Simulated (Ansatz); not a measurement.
We consider WMo (model structure, Pm-3m, No. 221, 2 atoms in the cell), described by PBEsol (plane waves, PAW; Ansatz, an electronic-structure program).

Run with plane-wave cutoff 520 eV, 18×18×18 k mesh, Fermi–Dirac smearing 0.05 eV, no spin polarisation, scalar-relativistic PAW data made under PBE.

Cell (relaxed at this level):

MoW is modelled in the cubic space group Pm-3m (No. 221), the CsCl type structure, Pearson symbol cP2. Conventional cell: a = 3.1414 Å, b = 3.1414 Å, c = 3.1414 Å, α = 90.00°, β = 90.00°, γ = 90.00°. Mo on 1a is surrounded by 8 W at 2.721 Å and 6 Mo at 3.141 Å. W on 1b sees 8 Mo at 2.721 Å and 6 W at 3.141 Å. (Neighbours: up to the widest gap in distance over summed covalent radii, below 1.35, at either atom.)

Question: What does this level give for the bulk modulus?

Answer: 
- bulk modulus: 301 GPa

Note: the run has no spin polarisation, so it can have missed a magnetic state; the bulk modulus is −V dP/dV from two relaxed cells at ±2 % in volume; the relaxation could raise the start's symmetry but not lower it, so the cell can be a saddle point.

Spin–orbit coupling is not included.

Computing time: around 50 core-seconds (rough).

A model structure was made by putting elements into a prototype or built by hand; it is no filed structure, need not be a known phase, and can be a saddle point held by its symmetry.
